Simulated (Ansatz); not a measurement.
The starting structures come from a database of crystals and need not be the phases stable at ambient conditions.

 Where the default PAW files enter, the runs use the earlier of Ansatz's two default sets.

Inside the gap of an insulator the Bloch states are evanescent, with a wavenumber k + iκ along the transport direction.

```xyz
12
Lattice="5.9626 0.0000 0.0000 -2.6245 5.3539 0.0000 1.6691 2.6770 5.1629" Properties=species:S:1:pos:R:3 pbc="T T T"
V      4.6503     2.6770     2.5815
V      1.6691     2.6770     0.0000
Bi     0.0000     0.0000     0.0000
Bi     0.3568     5.3539     2.5815
O      1.9888     4.9259     4.2257
O      4.8599     1.2770     1.6442
O      1.8786     1.2770     0.9372
O      3.3011     2.2489     3.5187
O      4.4408     4.0769     1.6442
O      1.4595     4.0769     0.9372
O      5.9996     3.1050     3.5187
O      4.6874     5.7820     4.2257
```

Space group of this cell: Fddd. The cell is strained (lengths across the current scaled by 0.98, ions clamped); by r2SCAN its mean pressure is 6.8 GPa.

Transport runs along the normal of the first two printed cell vectors.

The gap is the functional's own, uncorrected, and κ follows it; spin-orbit coupling is left out. Mid-gap values are interpolated between the computed energies.

Q: Compute, with r2SCAN in Ansatz (a program for electronic structure), the band gap and the smallest decay constant κ at mid-gap.

A: Gap 2.74 eV on a 6×6×6 mesh; κ = 0.445 1/Å, at (0.333, 0.333) of the in-plane reciprocal vectors. At the zone centre, at the nearest computed energy, the slowest state has κ = 0.55 1/Å.
